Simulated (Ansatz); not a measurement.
## Relaxation of cell and atoms of YP (C2/c, 4 atoms in the cell) at several settings

```xyz
4
Lattice="3.4436 -2.5166 0.0000 3.4436 2.5166 0.0000 -1.2499 0.0000 7.4373" Properties=species:S:1:pos:R:3 pbc="T T T"
Y      1.7218     1.2583     0.0000
Y      1.0969    -1.2583     3.7186
P      3.1311    -0.4107     1.8593
P      2.5062     0.4107     5.5780
```

Base: PBE run with Ansatz (a quantum-chemistry and plane-wave program). Its settings: basis.ecutwfc = 420 eV; kpoints.mp_grid.grid = 4 4 3; kpoints.mp_grid.shift = 0.5 0.5 0.5; hamiltonian.xc = pbe; hamiltonian.pseudopotentials = {kind: paw} (the program's default PAW files); scf.occupations.method = methfessel_paxton; scf.occupations.width = 0.05 eV. Starting volume 32.23 Å³ per atom.

Each line gives the change from the base single point and the result:

- hamiltonian.dispersion: default → d3bj; relax: default → cell and atoms [DFT, PBE-D3BJ, plane waves, default PAW files]: pressure 0.00 GPa; final cell a = 3.9490 Å, b = 3.9490 Å, c = 6.8708 Å, α = 106.88°, β = 106.88°, γ = 60.67°; final volume per atom 21.99 Å³; relaxation steps 11.
- relax: default → cell and atoms: pressure -0.01 GPa; final cell a = b = 3.9952 Å, c = 6.9526 Å, α = β = 106.73°, γ = 60.60°; final volume per atom 22.79 Å³; relaxation steps 11; free energy against the base single point -796.5 meV/atom.

The starting cell was generated: these elements placed on a structure prototype, without a prior relaxation; it need not be a known phase or ordering of this composition. Ansatz's pressure includes its estimate of the finite-basis (Pulay) stress.

Left out of this page: 1 run of the series outside the window shown, repeating another row's setting, or not comparable.

Keys are those of Ansatz 0.2.
